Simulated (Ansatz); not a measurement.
The reference is Tl in the hcp (Mg type) structure (space group P6_3/mmc, No. 194; a = 3.452 Å, c = 5.530 Å).

Structures relaxed with PBEsol (Ansatz, a first-principles code, PAW, no spin-orbit coupling).

Base:

Simulated powder pattern, Cu Kα1, λ = 1.54056 Å (kinematic, ideal powder, no thermal factors, no anomalous dispersion; the 10 strongest lines at most, above 2 %, up to 2θ = 90°):

```json
[
 {"2θ (°)": "29.86", "I/Imax (%)": "23", "hkl": "(100)"},
 {"2θ (°)": "32.35", "I/Imax (%)": "25", "hkl": "(002)"},
 {"2θ (°)": "34.06", "I/Imax (%)": "100", "hkl": "(101)"},
 {"2θ (°)": "44.60", "I/Imax (%)": "16", "hkl": "(102)"},
 {"2θ (°)": "53.01", "I/Imax (%)": "20", "hkl": "(110)"},
 {"2θ (°)": "58.80", "I/Imax (%)": "22", "hkl": "(103)"},
 {"2θ (°)": "63.48", "I/Imax (%)": "23", "hkl": "(112)"},
 {"2θ (°)": "64.52", "I/Imax (%)": "16", "hkl": "(201)"},
 {"2θ (°)": "83.13", "I/Imax (%)": "8.4", "hkl": "(203)"},
 {"2θ (°)": "88.18", "I/Imax (%)": "15", "hkl": "(211)"}
]
```

Now apply this change: every Tl is replaced by Sc; the structure is relaxed again.

Question: How do the reflections move or split?

Answer: 
Simulated powder pattern, Cu Kα1, λ = 1.54056 Å (kinematic, ideal powder, no thermal factors, no anomalous dispersion; the 10 strongest lines at most, above 2 %, up to 2θ = 90°):

| 2θ (°) | d (Å) | I/Imax (%) | hkl |
|---|---|---|---|
| 31.50 | 2.838 | 25 | (100) |
| 35.27 | 2.543 | 24 | (002) |
| 36.22 | 2.478 | 100 | (101) |
| 48.00 | 1.894 | 14 | (102) |
| 56.08 | 1.639 | 17 | (110) |
| 63.92 | 1.455 | 16 | (103) |
| 65.75 | 1.419 | 2.4 | (200) |
| 68.01 | 1.377 | 17 | (112) |
| 68.60 | 1.367 | 13 | (201) |
| 76.87 | 1.239 | 2.9 | (202) |

The indices refer to each structure's own conventional cell; one index is shown for lines that coincide.

Stability against distortions was not tested. The final runs are not spin-polarised.
